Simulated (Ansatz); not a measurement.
The reference is Sr in the fcc (Cu type) structure (space group Fm-3m, No. 225; a = 6.0999 Å).

Computed with r2SCAN (Ansatz, a program for electronic structure; PAW; 500 eV plane waves; scalar-relativistic without spin-orbit coupling).

Base values:

The lattice parameter a comes out as 6.100 Å.

Now apply this change: a hydrostatic pressure of 10 GPa.

Task: How does this affect the lattice parameter a?

Result: The lattice parameter a falls by 0.832 Å, from 6.100 Å to 5.268 Å.

Load acts through the strain it causes; cell and atoms are relaxed under it. Stability against distortions was not tested. Measured, Sr leaves this structure (for bcc) near 3.5 GPa (temperature not stated; as listed in Olga Degtyareva, NATO science for peace and security series. B, Physics and biophysics (2010)).
